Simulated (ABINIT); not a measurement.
# Input and output of a self-consistent single point for In₅AgTe₈ (C2, 14 atoms in the cell) (ABINIT)

Method of the run: PBEsol, PAW (JTH v2.0 PBE PAW, files made for PBE) (plane waves; ABINIT).

This input was run:

```
# In5AgTe8, JTH v2.0 PBE PAW
pp_dirpath "./"
pseudos "In.GGA_PBE-JTH.xml, Ag.GGA_PBE-JTH.xml, Te.GGA_PBE-JTH.xml"
acell 3*1.0 Angstrom
rprim
         4.3927120000   -6.1645400000    0.0000000000
         4.3927120000    6.1645400000   -0.0000000000
        -0.0368920000   -0.0000000000    8.7889930000
natom 14
ntypat 3
znucl 49 47 52
typat 1 1 1 1 1 2 3 3 3 3 3 3 3 3
xred
         0.5111800000    0.4888200000    0.0000000000
         0.9887600000    0.0112400000    0.5000000000
         0.5014500000    0.4985500000    0.5000000000
         0.5137100000    0.0127100000    0.7541400000
         0.9872900000    0.4862900000    0.2458600000
         0.9983500000    0.0016500000    0.0000000000
         0.8910800000    0.6203000000    0.9806700000
         0.3797000000    0.1089200000    0.0193300000
         0.3800300000    0.1112500000    0.4782700000
         0.8887500000    0.6199700000    0.5217300000
         0.8362500000    0.1069900000    0.2461600000
         0.8930100000    0.1637500000    0.7538400000
         0.3496400000    0.6191800000    0.7518500000
         0.3808200000    0.6503600000    0.2481500000
ecut 544 eV
pawecutdg 1088 eV
pawxcdev 0
ixc -116133
occopt 7
tsmear 0.1 eV
nband 77
kptopt 1
ngkpt 2 2 2
nshiftk 1
shiftk 0 0 0
nstep 60
tolvrs 1.0e-11
prtwf 0
prtden 0
```

The program printed (abridged):

```
 Symmetries : space group C2 (#  5); Bravais mC (1-face-center monocl.)

 -outvars: echo values of preprocessed input variables --------
            acell      1.8897261329E+00  1.8897261329E+00  1.8897261329E+00 Bohr
             ecut      1.99916330E+01 Hartree
              ixc     -116133
         kptrlatt        2    0    0      0    2    0      0    0    2
          kptrlen      2.86085993E+01
            natom          14
            nband          77
            ngfft          60      60      72
          ngfftdg          90      90      96
             nkpt           6
            nstep          60
             nsym           2
           ntypat           3
           occopt           7
        pawecutdg      3.99832660E+01 Hartree
         pawxcdev           0
            rprim      4.3927120000E+00 -6.1645400000E+00  0.0000000000E+00
                       4.3927120000E+00  6.1645400000E+00 -0.0000000000E+00
                      -3.6892000000E-02 -0.0000000000E+00  8.7889930000E+00
          spgroup           5
           tolvrs      1.00000000E-11
           tsmear      3.67493254E-03 Hartree
            typat      1  1  1  1  1  2  3  3  3  3  3  3  3  3
           useylm           1
             xred      5.1118000000E-01  4.8882000000E-01  0.0000000000E+00
                       9.8876000000E-01  1.1240000000E-02  5.0000000000E-01
                       5.0145000000E-01  4.9855000000E-01  5.0000000000E-01
                       5.1371000000E-01  1.2710000000E-02  7.5414000000E-01
                       9.8729000000E-01  4.8629000000E-01  2.4586000000E-01
                       9.9835000000E-01  1.6500000000E-03  0.0000000000E+00
                       8.9108000000E-01  6.2030000000E-01  9.8067000000E-01
                       3.7970000000E-01  1.0892000000E-01  1.9330000000E-02
                       3.8003000000E-01  1.1125000000E-01  4.7827000000E-01
   [... lines left out ...]
                       3.4964000000E-01  6.1918000000E-01  7.5185000000E-01
                       3.8082000000E-01  6.5036000000E-01  2.4815000000E-01
            znucl       49.00000   47.00000   52.00000

== DATASET  1 ==================================================================

 Real(R)+Recip(G) space primitive vectors, cartesian coordinates (Bohr,Bohr^-1):
 R(1)=  8.3010227-11.6492923  0.0000000  G(1)=  0.0602335 -0.0429211  0.0002528
 R(2)=  8.3010227 11.6492923  0.0000000  G(2)=  0.0602335  0.0429211  0.0002528
 R(3)= -0.0697158  0.0000000 16.6087898  G(3)=  0.0000000  0.0000000  0.0602091
 Unit cell volume ucvol=  3.2121745E+03 bohr^3
 Angles (23,13,12)=  9.01395653E+01  9.01395653E+01  1.09054372E+02 degrees

 Coarse grid specifications (used for wave-functions):

 getcut: wavevector=  0.0000  0.0000  0.0000  ngfft=  60  60  72
         ecut(hartree)=     19.992   => boxcut(ratio)=   2.08405

 Fine grid specifications (used for densities):

 getcut: wavevector=  0.0000  0.0000  0.0000  ngfft=  90  90  96
         ecut(hartree)=     39.983   => boxcut(ratio)=   2.03062

   1.30198871E+05                                ecore*ucvol(ha*bohr**3)

_setup2: Arith. and geom. avg. npw (full set) are   13718.375   13718.359
--- !BeginCycle
solver: {iscf: 17, nstep: 60, nline: 4, wfoptalg: 10, }
tolerances: {tolvrs: 1.00E-11, }
...

     iter   Etot(hartree)      deltaE(h)  residm     nres2
 ETOT  1  -394.63812580747    -3.946E+02 1.345E-01 1.872E+01
 ETOT  2  -395.28215604680    -6.440E-01 1.668E-02 8.870E+00
 ETOT  3  -395.25241338818     2.974E-02 4.483E-03 1.488E+00
 ETOT  4  -395.24953258162     2.881E-03 2.579E-03 8.112E-02
 ETOT  5  -395.24939639838     1.362E-04 1.756E-03 2.001E-02
 ETOT  6  -395.24937966168     1.674E-05 8.421E-04 1.884E-03
   [... 7 lines left out ...]
 ETOT 14  -395.24937522916    -2.660E-11 5.781E-04 3.318E-09
 ETOT 15  -395.24937522919    -3.070E-11 2.105E-04 6.149E-10
 ETOT 16  -395.24937522919     4.150E-12 3.832E-04 1.112E-10
 ETOT 17  -395.24937522920    -1.796E-11 1.404E-04 1.316E-11
 ETOT 18  -395.24937522919     1.472E-11 2.038E-04 4.811E-12
 At SCF step   18       nres2   =  4.81E-12 < tolvrs=  1.00E-11 =>converged.

 Cartesian components of stress tensor (hartree/bohr^3)
  sigma(1 1)= -5.60293150E-05  sigma(3 2)=  0.00000000E+00
  sigma(2 2)= -4.09277644E-05  sigma(3 1)=  1.21657426E-06
  sigma(3 3)= -5.88083568E-05  sigma(2 1)=  0.00000000E+00

 ----iterations are completed or convergence reached----

 reduced coordinates (array xred) for   14 atoms
       0.511180000000      0.488820000000      0.000000000000
       0.988760000000      0.011240000000      0.500000000000
       0.501450000000      0.498550000000      0.500000000000
       0.513710000000      0.012710000000      0.754140000000
       0.987290000000      0.486290000000      0.245860000000
       0.998350000000      0.001650000000      0.000000000000
       0.891080000000      0.620300000000      0.980670000000
       0.379700000000      0.108920000000      0.019330000000
       0.380030000000      0.111250000000      0.478270000000
       0.888750000000      0.619970000000      0.521730000000
       0.836250000000      0.106990000000      0.246160000000
       0.893010000000      0.163750000000      0.753840000000
       0.349640000000      0.619180000000      0.751850000000
       0.380820000000      0.650360000000      0.248150000000
 cartesian forces (eV/Angstrom) at end:
    1     -0.00000000000000     0.06848672988740    -0.00000000000000
    2     -0.00000000000000    -0.11582000223010    -0.00000000000000
    3     -0.00000000000000    -0.02167014996369    -0.00000000000000
    4     -0.06953650753372    -0.01570528482904    -0.08026411534802
    5      0.06953650753372    -0.01570528482904     0.08026411534802
    6     -0.00000000000000    -0.02067781063335    -0.00000000000000
    7      0.18894817588272    -0.15982170518280    -0.29683247370015
    8     -0.18894817588272    -0.15982170518280     0.29683247370015
    9     -0.05133238738570    -0.23848602610051    -0.25905830395377
   10      0.05133238738570    -0.23848602610051     0.25905830395377
   11     -0.38432479292326     0.19085050897766    -0.19436743441677
   [... lines left out ...]
 Fermi (or HOMO) energy (hartree) =  -0.11297   Average Vxc (hartree)=  -0.32989
   [... lines left out ...]
   2.00000    2.00000    2.00000    2.00000    2.00000    2.00000    2.00000    2.00000
   2.00000    2.00000    2.00000    2.00000    2.00000    2.00000    2.00000    2.00000
   2.00000    2.00000    2.00000    2.00000    2.00000    2.00000    2.00000    2.00000
   2.00000    2.00000    2.00000    1.99996    1.99738    1.91850    0.09684    0.00000
   0.00000    0.00000    0.00000    0.00000    0.00000    0.00000    0.00000    0.00000
   0.00000    0.00000    0.00000    0.00000    0.00000
 prteigrs : prtvol=0 or 1, do not print more k-points.

--- !EnergyTerms
comment             : Components of total free energy in Hartree
kinetic             :  9.95896173011862E+01
hartree             :  1.52624805250298E+02
xc                  : -8.18963180026575E+01
Ewald energy        : -2.59737793456330E+02
psp_core            :  4.05329386933015E+01
local_psp           : -3.96062292984720E+02
spherical_terms     :  4.96998049752853E+01
internal            : -3.95249238223637E+02
'-kT*entropy'       : -1.36594428644100E-04
total_energy        : -3.95249374818066E+02
total_energy_eV     : -1.07552824585994E+04
...

-Cartesian components of stress tensor (GPa)         [Pressure=  1.5276E+00 GPa]
- sigma(1 1)= -1.64843908E+00  sigma(3 2)=  0.00000000E+00
- sigma(2 2)= -1.20413620E+00  sigma(3 1)=  3.57928443E-02
- sigma(3 3)= -1.73020130E+00  sigma(2 1)=  0.00000000E+00

 Calculation completed.
```

The run converged in 18 iterations.

The starting cell comes from a database of computed structures (which also holds hypothetical and non-ambient phases and stackings), without a prior relaxation at this level. Its lattice was rescaled by a random factor within 2.5 % of one. The potentials were made for another functional than the one used.

Cost on one core of a shared machine: roughly 10 min.
